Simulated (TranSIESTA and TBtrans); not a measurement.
Ga chain bridged by a linear H2 unit along the axis

Device: Ga chain bridged by a linear H2 unit along the axis. Leads: straight Ga chain, spacing 2.55 Å. Geometry: 4 atoms about the centre moved by SIESTA (PBE, DZP) to a largest force of 0.02 eV/Å, all others as built, motion along the axis alone.

TranSIESTA and TBtrans, PBE, DZP numerical orbitals (energy shift 0.15 eV), PseudoDojo norm-conserving scalar-relativistic potentials, mesh cutoff 200 Ry, 300 K, no spin polarisation, no spin-orbit coupling; self-consistent non-equilibrium Green functions.

- Conductance at 300 K (G0 = 2e²/h) = 1.25
- Thermopower (μV/K) = 2.2
- Mean T from −0.5 to 0.5 eV = 1.05

Energies count from the leads' Fermi level. Transmissions are for one spin of a degenerate pair. The energy step is 0.01 eV; narrower resonances are cut or missed.

```tsv
E (eV)	T	lead channels
-1.95	0.88	1
-1.80	0.89	1
-1.65	0.88	1
-1.50	0.79	1
-1.35	0.95	1
-1.20	0.93	1
-1.05	0.93	1
-0.90	0.92	1
-0.75	0.92	1
-0.60	0.92	1
-0.45	0.92	1
-0.30	0.91	1
-0.15	1.09	3
0.00	1.27	3
0.15	1.12	3
0.30	1.04	3
0.45	1.00	3
0.60	0.98	3
0.75	0.97	3
0.90	0.97	3
1.05	0.98	3
1.20	0.98	3
1.35	1.00	3
1.50	1.01	3
1.65	1.02	3
1.80	1.04	3
1.95	1.05	3
```

The straight chain is held at its spacing; free chains may zigzag or dimerise. No spin-polarised start was tried, so a magnetic state, if there is one, is missed.
